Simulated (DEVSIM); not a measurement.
System: GaAs p-n junction from an implanted or diffused profile, at 250 K.

```tsv
layer (left to right)	material	thickness (μm)	Nd (cm⁻³)	τn (s)	τp (s)
1	GaAs	60.0	6.4e16	2e-8	2e-8
```

Added acceptor profile: 2.3e17 cm⁻³ × exp(−(x − 0.11 μm)²/(2·(0.027 μm)²)). Left contact: ohmic. Right contact: ohmic. Voltage is applied to the left contact. Recombination: SRH at mid-gap. Mobility is μmin + (μ − μmin)/(1 + (N/Nref)^α).

This is a model device: material constants are rounded textbook-type values typed into the input, and sizes, dopings and lifetimes were drawn at random. Values at 300 K; Nc and Nv go as T^1.5, mobilities as T to minus their exponent, the gap by Varshni's rule with the affinity fixed.

```tsv
parameter	GaAs
gap (eV)	1.424
affinity (eV)	4.07
permittivity	12.9
Nc (cm⁻³)	4.7e17
Nv (cm⁻³)	9e18
μn (cm²/Vs)	8500
μp (cm²/Vs)	400
μn,min	500
μp,min	20
Nref,n	6e16
Nref,p	1.5e17
αn	0.39
αp	0.38
T exponent of μn	2.1
T exponent of μp	2.2
Varshni α (eV/K)	0.000541
Varshni β (K)	204
```

DEVSIM, 1D drift-diffusion, Boltzmann statistics, complete ionisation; no tunnelling, impact ionisation, image-force lowering or self-heating.

**Question.** Give the dark forward current.

**Answer.** 
(V (V), J (A/cm²)): (0.05, 0.0018); (0.10, 0.0065); (0.15, 0.021); (0.20, 0.066); (0.25, 0.20); (0.30, 0.59); (0.35, 1.7); (0.40, 4.7); (0.45, 12); (0.50, 31); (0.55, 74); (0.60, 160); (0.65, 300); (0.70, 500); (0.75, 760); (0.80, 1100); (0.85, 1400); (0.90, 1800); (0.95, 2200)
